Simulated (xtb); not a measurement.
xtb 6.7.1, GFN2-xTB: Cu(F)(SH)(NH3)2 ([NH3]->[Cu](<-[NH3])([F])[SH]), charge 0, multiplicity 2, 12 atoms. The geometry is a generated start, not checked to be a minimum at this level.

| Quantity | Result |
|---|---|
| method | GFN2-xTB |
| --acc | 1 (default) |
| --etemp (K) | 300 (default) |
| detailed input (--input) | none: ANC optimiser, Lindh (1995) Hessian, microcycle=20, maxdispl=1.0, hlow=0.01 (default) |
| basis functions | 39 |
| valence electrons | 41 |

```xyz
12

Cu     0.6024     0.2220     0.4769
F      1.4749     0.1425     2.0060
S     -0.9635     1.8556     0.4705
H     -0.9840     1.9459     1.7817
N     -0.9713    -1.3631     0.5404
H     -1.7781    -1.0798    -0.0074
H     -1.2281    -1.3343     1.5208
H     -0.7015    -2.3116     0.3017
N      1.0789     0.4395    -1.5265
H      0.5204     1.2040    -1.8928
H      0.8900    -0.4000    -2.0625
H      2.0600     0.6794    -1.6089
```

Charge 0 and multiplicity 2 are set for this test and not shown to be the ground state. GFN-xTB has no spin term: --uhf 1 sets the occupations alone.

The structure is relaxed from this start with --opt LEVEL for the levels crude, sloppy, loose, lax, normal, tight, vtight, extreme, once each. Up to the end of the extreme run atoms move by at most 0.48 Å along an axis.

**Question.** Which level is enough to come within 5 meV of the tightest end point?

**Answer.** loose: 9 cycles against 44, ending 3.5 meV above.

```json
[
 {"level": "crude", "cycles": "1", "energy above the extreme run (meV)": "26", "gradient norm (eV/Å)": "0.21"},
 {"level": "sloppy", "cycles": "1", "energy above the extreme run (meV)": "26", "gradient norm (eV/Å)": "0.21"},
 {"level": "loose", "cycles": "9", "energy above the extreme run (meV)": "3.5", "gradient norm (eV/Å)": "0.081"},
 {"level": "lax", "cycles": "11", "energy above the extreme run (meV)": "2.7", "gradient norm (eV/Å)": "0.091"},
 {"level": "normal", "cycles": "21", "energy above the extreme run (meV)": "0.68", "gradient norm (eV/Å)": "0.052"},
 {"level": "tight", "cycles": "28", "energy above the extreme run (meV)": "0.10", "gradient norm (eV/Å)": "0.012"},
 {"level": "vtight", "cycles": "36", "energy above the extreme run (meV)": "0.023", "gradient norm (eV/Å)": "0.0052"},
 {"level": "extreme", "cycles": "44", "energy above the extreme run (meV)": "—", "gradient norm (eV/Å)": "0.0044"}
]
```
